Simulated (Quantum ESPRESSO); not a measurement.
# Habitual settings against a tight run: NaH2Pd3 (Cmmm, 6 atoms in the cell)

Self-consistent single point.

```xyz
6
Lattice="2.8438 -4.3366 0.0000 2.8438 4.3366 0.0000 0.0000 0.0000 2.8307" Properties=species:S:1:pos:R:3 pbc="T T T"
Na     2.8438     0.0000     0.0000
H      2.8438     2.4664     0.0000
H      2.8438    -2.4664     0.0000
Pd     0.0000     0.0000     0.0000
Pd     1.4219    -2.1683     1.4154
Pd     1.4219     2.1683     1.4154
```

Method of the run: PBEsol, GBRV 1.5 ultrasoft (PBESOL) pseudopotentials (plane waves; Quantum ESPRESSO).

Base settings: ecutwfc = 40 Ry; ecutrho = 320 Ry; occupations = smearing; smearing = marzari-vanderbilt; degauss = 0.0099958 Ry; K_POINTS = automatic 8 8 12 0 0 0; conv_thr = 1e-11 Ry; mixing_beta = 0.4.

Tight run (finer mesh or higher cutoff; not a proven limit): ecutwfc: 40 Ry → 56 Ry; ecutrho: 320 Ry → 448 Ry; conv_thr: 1e-11 Ry → 7.3e-11 Ry; K_POINTS: automatic 8 8 12 0 0 0 → automatic 11 11 17 0 0 0. It gave Fermi level (on the code's own zero) 13.10 eV; pressure -4.59 GPa; largest force (vector length) 0.033 eV/Å.

Quick runs, as changes from the base:
- A: the base itself
- B: ecutwfc: 40 Ry → 32 Ry; ecutrho: 320 Ry → 256 Ry; degauss: 0.0099958 Ry → 0.019992 Ry; K_POINTS: automatic 8 8 12 0 0 0 → automatic 2 2 2 1 1 1
- C: ecutwfc: 40 Ry → 20 Ry; ecutrho: 320 Ry → 160 Ry; degauss: 0.0099958 Ry → 0.036749 Ry; pseudopotentials: {Na: na_pbesol_v1.5.uspp.F.UPF, H: h_pbesol_v1.4.uspp.F.UPF, Pd: pd_pbesol_v1.4.uspp.F.UPF} → {Na: na_lda_v1.5.uspp.F.UPF, H: h_lda_v1.4.uspp.F.UPF, Pd: pd_lda_v1.4.uspp.F.UPF}; K_POINTS: automatic 8 8 12 0 0 0 → automatic 8 8 8 0 0 0 [LDA (PZ)]
- D: ecutwfc: 40 Ry → 24 Ry; ecutrho: 320 Ry → 192 Ry; smearing: marzari-vanderbilt → gaussian; degauss: 0.0099958 Ry → 0.036749 Ry; pseudopotentials: {Na: na_pbesol_v1.5.uspp.F.UPF, H: h_pbesol_v1.4.uspp.F.UPF, Pd: pd_pbesol_v1.4.uspp.F.UPF} → {Na: na_lda_v1.5.uspp.F.UPF, H: h_lda_v1.4.uspp.F.UPF, Pd: pd_lda_v1.4.uspp.F.UPF}; K_POINTS: automatic 8 8 12 0 0 0 → automatic 1 1 1 1 1 1 [LDA (PZ)]
- E: ecutwfc: 40 Ry → 20 Ry; ecutrho: 320 Ry → 160 Ry; smearing: marzari-vanderbilt → gaussian; degauss: 0.0099958 Ry → 0.036749 Ry; K_POINTS: automatic 8 8 12 0 0 0 → automatic 2 2 2 0 0 0
- F: K_POINTS: automatic 8 8 12 0 0 0 → automatic 4 4 4 0 0 0

Energies are extrapolated to zero smearing width, which holds to low order in the width alone (under cold and Methfessel-Paxton smearing the free energy itself is taken).

Dashes: time of B, D, E, under 30 s; energy of C, D, another energy zero.

† marks runs with another functional, U, potentials or spin treatment: their distance from the tight run is not a convergence error alone.

The count of work is k-points × plane waves × bands × iterations; it is no time. Core times come from one kind of shared machine and are given to one figure; runs under 30 s give none.

The starting cell comes from a database of computed structures (which also holds hypothetical and non-ambient phases and stackings), without a prior relaxation at this level. Its lattice was rescaled by a random factor within 2.5 % of one. Spin polarisation is off. In the base run, with a pressure of about -5 GPa the cell is away from its equilibrium volume at this level.

| run | energy less tight (meV/atom) | pressure less tight (GPa) | largest miss in a force vector (eV/Å) | count of work / tight | core time / tight (rough) |
|---|---|---|---|---|---|
| A | 5.7 | 0.04 | 0.005 | 0.28 | 0.3 |
| B | -67.1 | -15.08 | 0.028 | 0.0026 | – |
| C† | – | -493.84 | 0.138 | 0.070 | 0.10 |
| D† | – | -144.08 | 0.176 | 0.00100 | – |
| E | 8529.8 | -480.10 | 0.105 | 0.0040 | – |
| F | -5.5 | -0.15 | 0.052 | 0.039 | 0.07 |

Among the runs at the tight run's level, the energy misses run from 5.5 to 8529.8 meV/atom.
